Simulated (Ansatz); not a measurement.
An Ansatz (a quantum-chemistry and plane-wave program) input (PBEsol/PAW in Ansatz, without spin-orbit coupling):

Ansatz 0.2 input:
```yaml
crystal:
  lattice:
    - [3.1729143551, 0, 0]
    - [1.5864571775, 2.7478244355, 0]
    - [1.5864571775, -0.9159414785, 2.4958929765]
  atoms:
    - { symbol: Al, position: [0, 0, 0] }
    - { symbol: N, position: [0.5, 0.25, 0.75] }
basis: { ecutwfc: 420, ecutrho_ratio: 4, xc_grid: 2, fft_grid_basis: typed }
kpoints: { mp_grid: { grid: [13, 13, 13] } }
hamiltonian:
  xc: pbesol
  dispersion: none
  pseudopotentials: { kind: paw }
scf: { occupations: { method: fermi_dirac, width: 0.05 } }
relax: { f_tol: 0.005, max_steps: 50, cell: { stress_tol: 0.01, fix: [a, b, gamma] } }
output: { forces: true, stress: true }
checkpoint: { write: state.ck, write_every: 1000 }
```

Which symmetry and how many k-points will the program report, and about how many plane waves at Γ?

Space group R3m (ITA 160) with 6 operations, k-points 231 of 2197, and 423 plane waves at Γ.

And the final pressure?

-7.43 GPa (compression positive).

The cells carry an imposed strain or load. Stability against distortions was not tested. The cell was made from AlN in the zinc blende structure (space group F-43m, No. 216) by this change: biaxial strain +2.50 %, plane normal [111], relaxed out of plane. This is not the structure that AlN has at room temperature and ambient pressure.
